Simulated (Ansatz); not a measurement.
Consider a periodic stack without vacuum, tetragonal indium (1 0 0) on cubic CsPbBr3 (1 1 0) (film strained to the substrate, started from cuts of the bulks and a machine-learned relaxation; slabs Cs3Pb3Br11 and In18, which can lie off the formulas): substrate slab Cs3Pb3Br11, film In18, surface cells [[1, 0], [-1, 1]] and [[1, 1], [-3, 0]], film strained by -1.2 and +4.0 %, outermost planes Br/Br and In/In as cut, which need not be the usual terminations and can put a slab off its formula. Its start:

```
CELL_PARAMETERS angstrom
      6.00000     0.00000     0.00107
     -6.00000     8.48528    -0.04786
     -4.49609     2.68302    24.66281
ATOMIC_POSITIONS crystal
  Cs 0.71423 0.63581 0.13740
  Pb 0.71634 0.12408 0.11338
  Br 0.40438 0.84934 0.04534
  Br 0.09016 0.40169 0.03722
  Br 0.19197 0.08306 0.13065
  Cs 0.28895 0.05708 0.28833
  Pb 0.28074 0.57135 0.29232
  Br 0.00180 0.37021 0.19740
  Br 0.53501 0.86598 0.21093
  Br 0.79289 0.58535 0.28964
  Cs 0.87620 0.53857 0.44450
  Pb 0.87444 0.01957 0.47059
  Br 0.59184 0.82351 0.37378
  Br 0.11589 0.32762 0.39294
  Br 0.36212 0.01765 0.45802
  Br 0.15648 0.24760 0.55855
  Br 0.68523 0.70614 0.53966
  In 0.57188 0.67897 0.67985
  In 0.63427 0.39531 0.69077
  In 0.61245 0.00286 0.67127
  In 0.07617 0.69968 0.62631
  In 0.03250 0.36650 0.64965
  In 0.12411 0.01863 0.65061
  In 0.68213 0.66243 0.81064
  In 0.74838 0.34372 0.81959
  In 0.68883 0.99797 0.81356
  In 0.20479 0.69755 0.76753
  In 0.17499 0.32755 0.77903
  In 0.17604 0.01765 0.77193
  In 0.66053 0.62964 0.93097
  In 0.69243 0.27203 0.94606
  In 0.76511 0.94538 0.95909
  In 0.17643 0.64904 0.89750
  In 0.18378 0.26955 0.91278
  In 0.22027 0.95946 0.90251
```

The start was prepared with a machine-learned potential, and the result is one local minimum, with the in-plane cell held and forces under 0.04 eV/Å; the film can end far from its bulk form.

Method: PBE (plane waves to 420 eV, PAW; Ansatz, a program for electronic structure). Scalar-relativistic, without spin–orbit coupling; the runs are not spin-polarised. Its k-point mesh 6×4×1, Fermi–Dirac width 0.05 eV.

Question: Predict the relaxed interface.

Answer: 
```
Quantity                                                                                    Value
--------------------------------------------------------------------------------  ---------------
interface area                                                                            50.9 Å²
period                                                                                    25.39 Å
heights between the nearest atoms of the two slabs at the two interfaces          2.05 and 2.34 Å
Br–In contacts across the interfaces within 1.22 times the sum of covalent radii   4, mean 2.94 Å
```
